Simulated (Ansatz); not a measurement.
Antifluorite Be2C, treated with LDA (PAW; Ansatz, an electronic-structure program).

Run with plane-wave cutoff 520 eV, 14×14×14 k mesh, perturbation theory, scalar-relativistic PAW data made under PBE.

Computed at the level's own relaxed cell.

Harmonic phonon frequencies (cm⁻¹; i marks an imaginary mode; at Γ without the LO shift):

| q point | frequencies |
|---|---|
| Γ | 0 0 0 674 674 674 722 722 722 |
| X | 427 427 446 627 627 756 756 803 978 |
| L | 432 432 627 627 652 701 701 817 821 |

No imaginary mode appears at these points.
